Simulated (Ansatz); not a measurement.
The cell is made up: elements placed on another compound's structure type, so the phase may be hypothetical.

Inside the gap of an insulator the Bloch states are evanescent, with a wavenumber k + iκ along the transport direction.

Input:

```
CELL_PARAMETERS angstrom
      5.51472     0.00000     0.00000
      0.00000     5.66395    -0.19609
      2.75736    -2.50134     4.15340
ATOMIC_POSITIONS crystal
  Al 0.99672 0.51539 0.16655
  Al 0.83674 0.01539 0.16655
  Al 0.31563 0.49293 0.48683
  Al 0.19754 0.99293 0.48683
  O  0.97126 0.88617 0.33263
  O  0.69611 0.38617 0.33263
  O  0.13371 0.86549 0.74655
  O  0.11974 0.36549 0.74655
  O  0.56333 0.86506 0.18442
  O  0.25224 0.36506 0.18442
```

Space group of this cell: Cc. The cell was relaxed by PBE-D3(BJ); by r2SCAN its mean pressure is -2.5 GPa.

Transport runs along the normal of the first two printed cell vectors.

The gap is the functional's own, uncorrected, and κ follows it; spin-orbit coupling is left out. Mid-gap values are interpolated between the computed energies.

Q: Compute, with r2SCAN (Ansatz, a first-principles code), the band gap and the smallest decay constant κ at mid-gap.

A: Gap 4.63 eV on a 8×6×8 mesh; κ = 0.419 1/Å, at the zone centre.
